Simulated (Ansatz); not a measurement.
**Converging the plane-wave cutoff: LaAs (I4mm, 2 atoms in the cell)**

```
LaAs
1.0
    0.00000     3.11458     3.11458
    3.11458     0.00000     3.11458
    3.11458     3.11458     0.00000
La As
1 1
Direct
  0.00803   0.00803   0.99197
  0.50000   0.50000   0.50000
```

Computed with LDA (PW92), default PAW files made with PBE (plane waves; Ansatz, an electronic-structure program).

Base settings: basis.ecutwfc = 420 eV; kpoints.mp_grid.grid = 9 9 9; hamiltonian.xc = lda; hamiltonian.pseudopotentials = {kind: paw} (the program's default PAW files); scf.occupations.method = gaussian; scf.occupations.width = 0.1 eV.

The second cell is the first with its lattice scaled by 0.98.

The mesh stays at the base's, so the ladder's end is converged at best in this setting alone.

The first pressure column holds Ansatz's estimate of the finite-basis (Pulay) stress, which hides part of the cutoff error; the other is without it.

Only quantities that move along the ladder and can be compared are tabulated.

The count of work is k-points × plane waves × bands × iterations; it is no time. 

The starting cell comes from a database of computed structures (which also holds hypothetical and non-ambient phases and stackings), without a prior relaxation at this level. Its lattice was rescaled by up to half a per cent. One atom was moved a little off its site on purpose. In the base run, with a pressure of about -5 GPa the cell is away from its equilibrium volume at this level.

Steps (basis.ecutwfc): 145 eV; 170 eV; 190 eV; 210 eV; 230 eV; 250 eV; 295 eV; 335 eV; 380 eV; 420 eV; 460 eV; 505 eV; 565 eV; 630 eV; 735 eV; 840 eV; 1010 eV.

Q: What is the coarsest basis.ecutwfc that holds the forces within 0.01 eV/Å of the last step, with all finer ones?

A: 295 eV, at 0.16 of the last step's count of work; the step before is off by 0.024 eV/Å.

Q: What is the coarsest basis.ecutwfc that holds the pressure within 0.1 GPa of the last step, with all finer ones?

A: 295 eV, at 0.16 of the last step's count of work; the step before is off by 0.14 GPa.

Q: What is the coarsest basis.ecutwfc that holds the pressure without the Pulay estimate within 1 GPa of the last step, with all finer ones?

A: 335 eV, at 0.19 of the last step's count of work; the step before is off by 3.1 GPa.

```csv
basis.ecutwfc,free energy less the last step's (meV/atom),energy of the compressed cell less the first (meV/atom),pressure (GPa),pressure without the Pulay estimate (GPa),largest difference of a force vector from the last step's (eV/Å),count of work / last
145 eV,14431.66,-92.01,-9.92,-225.97,0.178,0.077
170 eV,6957.58,-32.66,-2.81,-127.42,0.063,0.091
190 eV,3834.24,-79.03,-5.61,-84.76,0.062,0.088
210 eV,2004.36,-45.52,-4.85,-55.53,0.050,0.11
230 eV,988.68,-30.04,-5.02,-34.86,0.016,0.14
250 eV,452.14,-36.34,-5.26,-21.11,0.024,0.14
295 eV,67.08,-36.29,-5.08,-8.24,0.001,0.16
335 eV,10.56,-37.12,-5.12,-5.69,0.000,0.19
380 eV,1.66,-37.28,-5.11,-5.18,0.000,0.22
420 eV,0.69,-37.26,-5.11,-5.12,0.000,0.32
460 eV,0.43,-37.26,-5.11,-5.12,0.000,0.30
505 eV,0.25,-37.26,-5.11,-5.12,0.000,0.33
565 eV,0.14,-37.27,-5.11,-5.11,0.000,0.41
630 eV,0.09,-37.27,-5.11,-5.11,0.000,0.47
735 eV,0.05,-37.28,-5.11,-5.11,0.000,0.61
840 eV,0.03,-37.27,-5.11,-5.11,0.000,0.76
1010 eV,0.00,-37.27,-5.11,-5.11,0.000,1.0
```

The energy difference between the two cells stays within 1 meV/atom of the last step's from 250 eV on, the total only from 420 eV on: much of the error is common to both cells and cancels.

Two neighbours can agree and both be off: 250 eV and 295 eV differ by 0.06 meV/atom in the energy of the compressed cell less the first, yet lie about 0.99 meV/atom from the last step.

At the lowest cutoff the pressure without the Pulay estimate lies 221 GPa under the last step's, the usual sign of Pulay stress in an incomplete plane-wave basis.

Keys are those of Ansatz 0.2.
